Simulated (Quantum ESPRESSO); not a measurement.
**Several settings converged on ZrSc (P3m1, 2 atoms in the cell)**

```
CELL_PARAMETERS angstrom
      3.29926     0.00000     0.00000
     -1.64963     2.85725     0.00000
      0.00000     0.00000     5.18079
ATOMIC_POSITIONS crystal
  Zr 0.66667 0.33333 0.00965
  Sc 0.00000 0.00000 0.50000
```

Base method: LDA (PZ), GBRV 1.5 ultrasoft (LDA) pseudopotentials (plane waves; Quantum ESPRESSO).

Base settings: ecutwfc = 50 Ry; ecutrho = 400 Ry; occupations = smearing; smearing = fermi-dirac; degauss = 0.0073499 Ry; potentials = {Zr: zr_lda_v1.uspp.F.UPF, Sc: sc_lda_v1.uspp.F.UPF}; K_POINTS = automatic 4 4 3 0 0 0; conv_thr = 1e-11 Ry.

The count of work is k-points × plane waves × bands × iterations; it is no time. 

**The cutoff for other potential files**

Level: DFT, LDA (PZ), plane waves, PSlibrary PAW (LDA) pseudopotentials.

In this ladder: pseudopotentials = {Zr: Zr.pz-spn-kjpaw_psl.1.0.0.UPF, Sc: Sc.pz-spn-kjpaw_psl.1.0.0.UPF}. Moved along: ecutrho.

The second cell is the first with its lattice scaled by 0.98.

The mesh stays at the base's, so the ladder's end is converged at best in this setting alone.

Only quantities that move along the ladder and can be compared are tabulated.

| ecutwfc | free energy less the last step's (meV/atom) | energy of the compressed cell less the first (meV/atom) | pressure (GPa) | largest difference of a force vector from the last step's (eV/Å) | count of work / last |
|---|---|---|---|---|---|
| 25 Ry | 2263.29 | -21.46 | -68.91 | 0.013 | 0.077 |
| 30 Ry | 619.28 | -28.41 | -27.90 | 0.022 | 0.10 |
| 38 Ry | 83.01 | -40.64 | -9.32 | 0.004 | 0.16 |
| 47 Ry | 44.77 | -41.05 | -6.72 | 0.001 | 0.21 |
| 55 Ry | 31.54 | -41.52 | -7.10 | 0.001 | 0.27 |
| 66 Ry | 11.56 | -42.11 | -7.00 | 0.000 | 0.37 |
| 82 Ry | 3.01 | -42.33 | -6.71 | 0.000 | 0.51 |
| 110 Ry | 0.00 | -42.33 | -6.71 | 0.000 | 1.0 |

Coarsest ecutwfc that holds the forces within 0.01 eV/Å of the last step, with all finer ones: 38 Ry, at 0.16 of the last step's count of work; the step before is off by 0.022 eV/Å.

Coarsest ecutwfc that holds the energy of the compressed cell less the first within 0.5 meV/atom of the last step, with all finer ones: 66 Ry, at 0.37 of the last step's count of work; the step before is off by 0.81 meV/atom.

Coarsest ecutwfc that holds the free energy within 5 meV/atom: not settled: the last two steps still differ by 3.0 meV/atom, over half the tolerance, so the ladder does not show it.

At the lowest cutoff the pressure lies 62.2 GPa under the last step's, the usual sign of Pulay stress in an incomplete plane-wave basis.

**The density cutoff**

The mesh stays at the base's, so the ladder's end is converged at best in this setting alone.

Only quantities that move along the ladder and can be compared are tabulated.

| ecutrho | free energy less the last step's (meV/atom) |
|---|---|
| 100 Ry | -1.67 |
| 150 Ry | 0.03 |
| 200 Ry | 0.09 |
| 250 Ry | 0.00 |
| 300 Ry | -0.02 |
| 400 Ry | -0.02 |
| 500 Ry | -0.01 |
| 600 Ry | -0.01 |
| 800 Ry | 0.00 |

Coarsest ecutrho that holds the free energy within 0.5 meV/atom of the last step, with all finer ones: 150 Ry; the step before is off by 1.7 meV/atom.

On the base run: the starting cell comes from a database of computed structures (which also holds hypothetical and non-ambient phases and stackings), without a prior relaxation at this level. Its lattice was rescaled by up to half a per cent. One atom was moved a little off its site on purpose. In the base run, with a pressure of about -7 GPa the cell is away from its equilibrium volume at this level. Without a gap this mesh is coarse (it stands for a supercell whose shortest vector is 13 Å).
